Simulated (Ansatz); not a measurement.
Here is the system:

```yaml
crystal:
  lattice:
    - [4.71657, 0.00000, 0.00000]
    - [-2.35829, 4.08467, 0.00000]
    - [0.00000, 0.00000, 19.74220]
  atoms:
    - { symbol: Pb, position: [0.00000, 0.00000, 0.50000] }
    - { symbol: I, position: [0.33333, 0.66667, 0.59296] }
    - { symbol: I, position: [0.66667, 0.33333, 0.40704] }
```

Computed with PBE with spin-orbit coupling, rigid bands (plane waves, PAW; Ansatz, a first-principles code). Condition of this run: biaxial strain +1 % with spin-orbit coupling. How the cell was made: cell and atoms relaxed with PBE, then loaded as said.

### Question
Predict the hole conductivity mass (n e² τ/σ) at 300 K, by direction if it differs.

### Answer
2.2 mₑ.

### Question
Predict the electron conductivity mass (n e² τ/σ) at 300 K, by direction if it differs.

### Answer
0.35 mₑ.

### Question
And the band gap?

### Answer
1.74 eV at this level; semilocal functionals usually fall short of the measured gap.

Rigid bands, one relaxation time for all states, no polarons.
